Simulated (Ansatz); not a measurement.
The starting structures come from a database of crystals and need not be the phases stable at ambient conditions.

Tunnelling through a barrier is set by its complex band structure: the current falls as exp(−2κd) with the smallest κ.

```xyz
16
Lattice="6.7033 0.0000 0.0000 0.0000 7.7665 0.0000 0.0000 0.0000 6.8499" Properties=species:S:1:pos:R:3 pbc="T T T"
K      1.6758     3.8833     5.4884
K      5.0275     3.8833     1.3615
K      5.0275     0.0000     1.3615
K      1.6758     0.0000     5.4884
C      1.9253     1.9416     1.5871
C      4.7780     5.8249     5.2629
C      1.4263     5.8249     1.5871
C      5.2770     1.9416     5.2629
S      0.7396     1.9416     2.7070
S      5.9638     5.8249     4.1430
S      2.6121     5.8249     2.7070
S      4.0912     1.9416     4.1430
N      6.1419     1.9416     6.0847
N      0.5615     5.8249     0.7652
N      3.9131     5.8249     6.0847
N      2.7902     1.9416     0.7652
```

Space group of this cell: Pbcm. The cell is taken as given; by r2SCAN its mean pressure is -1.7 GPa.

Transport runs along the normal of the first two printed cell vectors.

The gap is the functional's own, uncorrected, and κ follows it; spin-orbit coupling is left out. Mid-gap values are interpolated between the computed energies.

Task: Compute, with Ansatz (a program for electronic structure) with r2SCAN, the band gap and the smallest decay constant κ at mid-gap.

Result: Gap 4.53 eV on a 6×4×6 mesh; κ = 0.504 1/Å, at (0.500, 0.000) of the in-plane reciprocal vectors. At the zone centre, at the nearest computed energy, the slowest state has κ = 0.51 1/Å.
